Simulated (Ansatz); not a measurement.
System: Tl2Se (model structure, started from the CdI2 type, P-3m1, No. 164, 3 atoms in the cell). Method: r²SCAN in Ansatz (PAW).

Run with plane-wave cutoff 560 eV, 12×12×6 k mesh (along the axes of the cell as run), Fermi–Dirac smearing 0.01 eV, scalar-relativistic PAW data made under PBE.

Cell (relaxed with PBE-D3(BJ)):

Space group P-3m1 (No. 164); a = b = 4.520 Å, c = 6.503 Å, α = β = 90.00°, γ = 120.00°

```csv
atom,site,symmetry,x,y,z
Se,1a,-3m.,0.0000,0.0000,0.0000
Tl,2d,3m.,0.3333,0.6667,0.2636
```

Problem. Predict the band gap and smallest direct gap on the k points sampled.

Solution. 
band gap: 0.39 eV
smallest direct gap on the k points sampled: 0.61 eV

Note: the relaxation could raise the start's symmetry but not lower it, so the cell can be a saddle point; cell and atoms aren't relaxed at this level (largest force component 0.20 eV/Å, pressure -1.8 GPa).

Spin–orbit coupling is not included; with these elements it can move the gap by several tenths of an eV or more.

Computed values are for the static lattice.

A model structure was made by putting elements into a prototype or built by hand; it is no filed structure, need not be a known phase, and can be a saddle point held by its symmetry.

Ansatz is a first-principles code.
